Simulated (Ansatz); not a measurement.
Pressure series in CsBi2

Base system: CsBi2 in the cubic Laves (MgCu2 type) structure (space group Fd-3m, No. 227; a cell from a computed database, its experimental status unchecked).

```
CELL_PARAMETERS angstrom
      0.00000     4.81333     4.81333
      4.81333     0.00000     4.81333
      4.81333     4.81333     0.00000
ATOMIC_POSITIONS crystal
  Cs 0.00000 0.00000 0.00000
  Cs 0.25000 0.25000 0.25000
  Bi 0.12500 0.62500 0.62500
  Bi 0.62500 0.62500 0.12500
  Bi 0.62500 0.12500 0.62500
  Bi 0.62500 0.62500 0.62500
```

Cell and atoms are relaxed at each pressure.

Calculations: PBEsol, PAW, 420 eV (Ansatz, a first-principles code; without spin-orbit coupling).

Notes on the quantities. enthalpy: H = E + PV relative to the base's energy.

```tsv
case	density	shortest interatomic distance	enthalpy
base	8.20 g/cm³	3.404 Å	–
pressure −1 GPa	7.93 g/cm³	3.442 Å	-0.24 eV/atom
pressure 0.3 GPa	8.28 g/cm³	3.393 Å	+0.07 eV/atom
pressure 0.7 GPa	8.38 g/cm³	3.380 Å	+0.16 eV/atom
pressure 1.5 GPa	8.57 g/cm³	3.354 Å	+0.34 eV/atom
pressure 3 GPa	8.88 g/cm³	3.315 Å	+0.67 eV/atom
pressure 5 GPa	9.25 g/cm³	3.270 Å	+1.09 eV/atom
pressure 7.5 GPa	9.66 g/cm³	3.223 Å	+1.59 eV/atom
pressure 10 GPa	10.02 g/cm³	3.184 Å	+2.07 eV/atom
```

Load acts through the strain it causes; cell and atoms are relaxed under it. Whether these cells are dynamically stable was not tested. Competing high-pressure phases were not computed.
